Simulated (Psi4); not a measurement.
Psi4 1.11, HF/def2-svp: Nb(O)(F)2(NH2) ([NH2][Nb](=[O])([F])[F]), 7 atoms. The geometry is a generated start, not checked to be a minimum at this level.

```json
{
 "task": "energy",
 "method": "scf",
 "basis": "def2-svp",
 "memory": "3 GB",
 "maxiter": "100",
 "keys_of_the_molecule_block": "symmetry c1",
 "scf_type": "df (default)",
 "e_convergence": "1e-06 (default)",
 "d_convergence": "1e-06 (default)",
 "effective_core_potentials": "those of the basis set, past Kr",
 "basis_functions": "97"
}
```

```xyz
7

Nb     0.3846     0.6974    -0.1402
O      1.8819     0.0858    -0.6136
F      0.4665     1.6117     1.4392
F     -0.4829     1.5377    -1.5120
N     -0.5458    -0.9791     0.1984
H     -0.1868    -1.9317     0.0968
H     -1.5175    -1.0218     0.5313
```

Charge 0 and multiplicity 1 are set for this test and not shown to be the ground state.

With the defaults (damping_percentage = 0, diis = true, scf_initial_accelerator = adiis, guess = auto, which took SAD, soscf = false, soscf_start_convergence = 0.01, diis_max_vecs = 10) it converges in 11 SCF iterations. One run each on 2 threads, with these changes:
- soscf = true, soscf_start_convergence = 0.001
- scf_initial_accelerator = none
- guess = huckel
- diis_max_vecs = 20
- damping_percentage = 60
- guess = modhuckel
- guess = core
- damping_percentage = 60, diis = false, scf_initial_accelerator = none
- guess = sadno

### Question
Which of these changes keep the SCF from converging, or lead it to another solution?

### Answer
No convergence: damping_percentage = 60; damping_percentage = 60, diis = false, scf_initial_accelerator = none (the run ends without SCF convergence in 100 iterations). The rest reach the solution of the defaults.

| setting | SCF iterations | JK calls | end |
|---|---|---|---|
| soscf = true, soscf_start_convergence = 0.001 | 8 | 24 | same solution |
| the defaults | 11 | 12 | same solution |
| scf_initial_accelerator = none | 11 | 12 | same solution |
| diis_max_vecs = 20 | 11 | 12 | same solution |
| guess = sadno | 12 | 12 | same solution |
| guess = modhuckel | 12 | 47 | same solution |
| guess = huckel | 12 | 47 | same solution |
| guess = core | 14 | 14 | same solution |
| damping_percentage = 60 | 100 | 101 | no convergence |
| damping_percentage = 60, diis = false, scf_initial_accelerator = none | 100 | 101 | no convergence |

An SOSCF iteration holds several JK calls; a Hückel guess adds calls on atoms.
